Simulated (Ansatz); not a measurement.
## SnO2 (model structure, started from the polar ZrO2 type, Pbcn, No. 60, 12 atoms in the cell)

Calculation: r²SCAN (Ansatz, a quantum-chemistry and plane-wave program, PAW).

Run with plane-wave cutoff 560 eV, 6×8×8 k mesh (along the axes of the cell as run), Fermi–Dirac smearing 0.01 eV, scalar-relativistic PAW data made under PBE.

Cell (relaxed at this level):

```
CELL_PARAMETERS angstrom
      5.74361     0.00000     0.00000
      0.00000     4.73193     0.00000
      0.00000     0.00000     5.23808
ATOMIC_POSITIONS crystal
  Sn 0.08486 0.25000 0.28533
  Sn 0.91514 0.75000 0.78533
  Sn 0.58486 0.75000 0.28533
  Sn 0.41514 0.25000 0.78533
  O  0.35764 0.02019 0.11421
  O  0.64236 0.97981 0.61421
  O  0.85764 0.97981 0.11421
  O  0.14236 0.02019 0.61421
  O  0.14236 0.47980 0.95645
  O  0.85764 0.52020 0.45645
  O  0.64236 0.52020 0.95645
  O  0.35764 0.47980 0.45645
```

```
Item                           Result
--------  ---------------------------
band gap  2.07 eV (on the SCF k mesh)
```

Note: the relaxation could raise the start's symmetry but not lower it, so the cell can be a saddle point.

Spin–orbit coupling is not included.

A model structure was made by putting elements into a prototype or built by hand; it is no filed structure, need not be a known phase, and can be a saddle point held by its symmetry.
